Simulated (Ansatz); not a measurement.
We consider HfSeS (P3m1, No. 156, 3 atoms in the cell; start mp-1224282), described by LDA (PAW; Ansatz, an electronic-structure program).

Numerical settings: plane-wave cutoff 520 eV, 12×12×6 k mesh (along the axes of the cell as run), Fermi–Dirac smearing 0.01 eV, scalar-relativistic PAW data made under PBE.

Cell (relaxed with PBE-D3(BJ)):

```
CELL_PARAMETERS angstrom
      3.66113     0.00000     0.00000
     -1.83056     3.17063     0.00000
      0.00000     0.00000     5.93457
ATOMIC_POSITIONS crystal
  Hf 0.00000 0.00000 0.98716
  Se 0.33333 0.66667 0.26252
  S  0.66667 0.33333 0.75031
```

Q: What does this level give for the band gap and smallest direct gap on the k points sampled?

A: 
* **band gap**: 0.41 eV
* **smallest direct gap on the k points sampled**: 1.43 eV

Note: cell and atoms aren't relaxed at this level (pressure -3.5 GPa).

Spin–orbit coupling is not included.

Static lattice: no zero-point or thermal effects.

It cost around 40 core-seconds (rough) of CPU time.

A start named mp-… is a Materials Project structure, which need not be a measured phase.
